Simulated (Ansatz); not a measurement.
## Fermi-surface data of W (Im-3m)

Input:

```yaml
crystal:
  lattice:
    - [-1.57409, 1.57409, 1.57409]
    - [1.57409, -1.57409, 1.57409]
    - [1.57409, 1.57409, -1.57409]
  atoms:
    - { symbol: W, position: [0.00000, 0.00000, 0.00000] }
```

All values below come from PBEsol, rigid bands (plane waves, PAW, scalar-relativistic; Ansatz, an electronic-structure program). Condition of this run: hydrostatic pressure 2 GPa (the target of the relaxation). How the cell was made: cell and atoms relaxed with PBEsol, then loaded as said.

- density of states at the Fermi level = 0.440 states/(eV·cell), both spins
- bare Sommerfeld coefficient = 1.04 mJ/(mol of atoms·K²)
- Drude plasma energy = 7.9 eV
- root-mean-square Fermi velocity = 9.2e5 m/s
- resistivity times τ = 7.9 ×10⁻²² Ω·m·s

A metal at this level (no band gap); rigid bands, thermally averaged at 300 K, both spins. Spin-orbit coupling is left out, which matters with elements this heavy. τ is one relaxation time for all states.
